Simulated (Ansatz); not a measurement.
A hypothetical phase is included: elements placed on a structure type, which no database files for this compound.

By r2SCAN, the system below comes out a metal.

The ballistic (Sharvin) conductance counts the channels at the Fermi level: G/A = (e²/h) × channels of both spins per area.

Consider the following.

```yaml
crystal:
  lattice:
    - [3.92179, 0.00000, 0.00000]
    - [0.00000, 5.54625, 0.00000]
    - [0.00000, 2.77312, 2.77312]
  atoms:
    - { symbol: C, position: [0.50000, 0.75000, 0.25000] }
    - { symbol: C, position: [0.50000, 0.25000, 0.75000] }
    - { symbol: C, position: [0.75000, 0.00000, 0.50000] }
    - { symbol: C, position: [0.25000, 0.00000, 0.50000] }
    - { symbol: C, position: [0.00000, 0.50000, 0.75000] }
    - { symbol: C, position: [0.00000, 0.50000, 0.25000] }
    - { symbol: C, position: [0.00000, 0.00000, 0.00000] }
    - { symbol: C, position: [0.50000, 0.50000, 0.00000] }
```

The cell was relaxed by PBE-D3(BJ); by r2SCAN it stands under a pressure of -2.4 GPa.

The current flows along the normal of the first two printed cell vectors, the (110) plane of the conventional cell. No spin-orbit coupling; the value is a mean over 0.1 eV about the Fermi level.

Problem. Give the ballistic conductance per area that Ansatz (a quantum-chemistry and plane-wave program) with r2SCAN yields.

Solution. 2.6 × 10¹⁵ S/m² for both spins.
